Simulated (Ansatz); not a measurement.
Consider ZnS in the wurtzite structure (space group P6_3mc, No. 186).

```
ZnS
1.0
    3.80703     0.00000     0.00000
   -1.90352     3.29699     0.00000
    0.00000     0.00000     6.24624
Zn S
2 2
Direct
  0.66667   0.33333   0.99975
  0.33333   0.66667   0.49975
  0.66667   0.33333   0.62545
  0.33333   0.66667   0.12545
```

Cartesian axes are those of the cell as printed.

Level of theory: plane-wave PAW DFT at the r2SCAN level (Ansatz, a quantum-chemistry and plane-wave program, 500 eV), scalar-relativistic without spin-orbit coupling, earlier PAW set.

Modification: the cell is scaled by 0.9831 in all directions, atoms relaxed at fixed cell.

Q: Predict the stress tensor and what it implies for the stiffness.

A: Stress of the strained cell less that of the base (GPa, compression positive):
```
   4.36    0.00    0.00
   0.00    4.36    0.00
   0.00    0.00    4.58
```

Then B = −ΔP/(ΔV/V₀) with ΔV/V₀ = -0.0498 gives secant stiffness values (nonlinear terms included at this strain): B (at held cell shape, above the free-shape value) ≈ 89 GPa.

As a check, the harmonic strain energy −½ V₀ Δσ:ε is 14 meV/atom; the computed energy rise is 13 meV/atom.

No phonon test of stability was made.
